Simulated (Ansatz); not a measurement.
Consider WSi₂ (space group I4/mmm, No. 139; a = 3.212 Å, c = 7.806 Å).

Method: DFT with r2SCAN, PAW potentials and a 500 eV plane-wave cutoff in Ansatz (a quantum-chemistry and plane-wave program), scalar-relativistic without spin-orbit coupling, earlier PAW set.

Before the change:

- Lattice parameter a: 3.212 Å
- c/a ratio: 2.430

Now apply this change: a hydrostatic pressure of 30 GPa.

Task: What happens to the lattice parameter a and c/a ratio?

Result: The lattice parameter a shrinks by 0.118 Å to 3.094 Å; the c/a ratio grows by 0.022 to 2.452.

Load acts through the strain it causes; cell and atoms are relaxed under it. Stability against distortions was not tested. Competing high-pressure phases were not computed. All final runs are without spin polarisation.
